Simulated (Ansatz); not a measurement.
# Fluorite PbF2 (high-temperature phase)

These are LDA (PAW; Ansatz, a first-principles code) values and carry that method's errors.

Numerical settings: plane-wave cutoff 520 eV, 10×10×10 k mesh, Fermi–Dirac smearing 0.01 eV, scalar-relativistic PAW data made under PBE.

Cell: measured lattice: a = 5.931 Å, b = 5.931 Å, c = 5.931 Å, α = 90.00°, β = 90.00°, γ = 90.00°.

```
Property                                       Value
-------------------------------------------  -------
band gap                                     4.26 eV
smallest direct gap on the k points sampled  4.42 eV
Γ–Γ gap                                      8.56 eV
```

Note: cell and atoms aren't relaxed at this level (pressure -4.6 GPa).

Spin–orbit coupling is not included; with these elements it can move the gap by several tenths of an eV or more.

Static lattice: no zero-point or thermal effects.

It cost about 8 core-seconds (a rough figure) of CPU time.
